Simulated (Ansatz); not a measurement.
## A series of runs on Na₂Al (Fd-3m, 6 atoms in the cell)

```
CELL_PARAMETERS angstrom
      0.00000     4.83462     4.83462
      4.83462     0.00000     4.83462
      4.83462     4.83462     0.00000
ATOMIC_POSITIONS crystal
  Na 0.12500 0.12500 0.12500
  Na 0.62500 0.12500 0.12500
  Na 0.12500 0.62500 0.12500
  Na 0.12500 0.12500 0.62500
  Al 0.75000 0.75000 0.75000
  Al 0.50000 0.50000 0.50000
```

Base run A: PBEsol, default PAW files made with PBE (Ansatz, a first-principles code), self-consistent single point.

Its settings: basis.ecutwfc = 420 eV; kpoints.mp_grid.grid = 6 6 6; hamiltonian.xc = pbesol; hamiltonian.pseudopotentials = {kind: paw} (the program's default PAW files); scf.occupations.method = fermi_dirac; scf.occupations.width = 0.1 eV.

The starting cell was generated: these elements placed on a structure prototype, without a prior relaxation; it need not be a known phase or ordering of this composition. Its lattice was rescaled by a random factor within 2.5 % of one. Ansatz's pressure includes its estimate of the finite-basis (Pulay) stress.

ΔF is the free energy per atom less that of run A. 

Run A gave: pressure (GPa) -2.78; TS (meV/atom) 23.8; k-points 16.

Runs:
- B: kpoints.mp_grid.grid, scf.occupations.width = 4 4 4, 0.03 eV
- C: kpoints.mp_grid.grid, scf.occupations.width = 4 4 4, 0.1 eV
- D: kpoints.mp_grid.grid, scf.occupations.width = 4 4 4, 0.3 eV
- E: kpoints.mp_grid.grid, scf.occupations.width = 5 5 5, 0.03 eV
- F: kpoints.mp_grid.grid, scf.occupations.width = 5 5 5, 0.1 eV
- G: kpoints.mp_grid.grid, scf.occupations.width = 5 5 5, 0.3 eV
- H: kpoints.mp_grid.grid, scf.occupations.width = 6 6 6, 0.03 eV
- I: kpoints.mp_grid.grid, scf.occupations.width = 6 6 6, 0.3 eV
- J: kpoints.mp_grid.grid, scf.occupations.width = 7 7 7, 0.03 eV
- K: kpoints.mp_grid.grid, scf.occupations.width = 7 7 7, 0.1 eV
- L: kpoints.mp_grid.grid, scf.occupations.width = 7 7 7, 0.3 eV

Task: What does run D change against A?

Result: The free energy drops by 88.5 meV/atom and the pressure goes from -2.78 to -2.54 GPa.

Task: What does run G change against A?

Result: The free energy drops by 85.3 meV/atom and the pressure goes from -2.78 to -2.48 GPa.

Task: What does run I change against A?

Result: The free energy drops by 85.3 meV/atom and the pressure goes from -2.78 to -2.47 GPa.

```csv
run,ΔF (meV/atom),pressure (GPa),TS (meV/atom),k-points
A,0.00,-2.78,23.8,16
B,-17.5,-3.05,0.5,8
C,-20.7,-3.00,10.0,8
D,-88.5,-2.54,171.9,8
E,5.9,-2.91,2.6,10
F,-4.0,-2.85,20.1,10
G,-85.3,-2.48,181.4,10
H,11.7,-2.86,2.7,16
I,-85.3,-2.47,182.5,16
J,10.7,-2.81,2.6,20
K,-0.71,-2.78,23.6,20
L,-85.4,-2.47,181.9,20
```

Keys are those of Ansatz 0.2.
